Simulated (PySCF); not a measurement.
PySCF 2.14.0, B3LYP/def2-svp: Hf(OH)2(OMe)(OSiH3) (C[O][Hf]([OH])([OH])[O][SiH3]), 15 atoms. The geometry is a generated start, not checked to be a minimum at this level.

```json
{
  "task": "energy",
  "method": "b3lyp",
  "basis": "def2-svp",
  "two_electron_scheme": "exact four-centre integrals",
  "mf.init_guess": "minao (default)",
  "mf.DIIS": "CDIIS (default)",
  "mf.diis_space": "8 (default)",
  "mf.grids.level": "3 (default)",
  "effective_core_potentials": "those of the basis set, past Kr",
  "basis_functions": "160",
  "grid_points": "191888"
}
```

```xyz
15

Hf    -0.0815     0.6392     0.0625
O      0.4919     2.4063     0.3603
H     -0.1967     3.0581     0.5361
O     -1.0602     0.0279     1.5300
H     -1.4543    -0.8402     1.3941
O      1.3964    -0.4888    -0.0399
C      2.3356    -0.1013     0.9367
H      1.9218    -0.2660     1.9467
H      3.2418    -0.7104     0.8229
H      2.6079     0.9622     0.8153
O     -1.1816     0.4773    -1.4768
Si    -1.8535    -0.9618    -1.6806
H     -0.9496    -2.0294    -1.1473
H     -2.0791    -1.1436    -3.1143
H     -3.1389    -1.0295    -0.9454
```
Charge 0, spin multiplicity 1.

The reference run uses exact four-centre integrals. Single runs; times are not shown.

Settings tried, all else as in the reference:
- mol.max_memory = 200 MB, mf.direct_scf_tol = 1e-10
- mol.max_memory = 200 MB, mf.direct_scf_tol = 1e-08, mf.conv_tol = 1e-06 Hartree
- mol.max_memory = 200 MB, mf.direct_scf_tol = 1e-07, mf.conv_tol = 1e-06 Hartree

**Question.** Which settings reproduce the reference to 1.0 meV/atom in energy?

**Answer.** Within it: mol.max_memory = 200 MB, mf.direct_scf_tol = 1e-10; mol.max_memory = 200 MB, mf.direct_scf_tol = 1e-08, mf.conv_tol = 1e-06 Hartree; mol.max_memory = 200 MB, mf.direct_scf_tol = 1e-07, mf.conv_tol = 1e-06 Hartree. No setting lies outside.

```csv
setting,energy against the reference
"mol.max_memory = 200 MB, mf.direct_scf_tol = 1e-10",under 0.001 meV/atom
"mol.max_memory = 200 MB, mf.direct_scf_tol = 1e-08, mf.conv_tol = 1e-06 Hartree",under 0.001 meV/atom
"mol.max_memory = 200 MB, mf.direct_scf_tol = 1e-07, mf.conv_tol = 1e-06 Hartree",−0.014 meV/atom
```

Total energies are compared; such shifts often cancel in part in energy differences. The small max_memory forces a direct SCF, where direct_scf_tol acts; the reference holds its integrals in memory. No test of the SCF solution's stability was run. Also tried and not ranked: mol.max_memory = 200 MB, mf.direct_scf_tol = 1e-08 (ended without SCF convergence in 50 cycles); mol.max_memory = 200 MB, mf.direct_scf_tol = 1e-09 (ended without SCF convergence in 50 cycles); mol.max_memory = 200 MB, mf.direct_scf_tol = 1e-11 (same energy as a listed run); mol.max_memory = 200 MB, mf.direct_scf_tol = 1e-12 (same energy as a listed run); mol.max_memory = 200 MB (same energy as a listed run); mol.max_memory = 200 MB, mf.direct_scf_tol = 1e-06, mf.conv_tol = 1e-06 Hartree (ended without SCF convergence in 50 cycles). The tolerance is a choice made for this comparison.
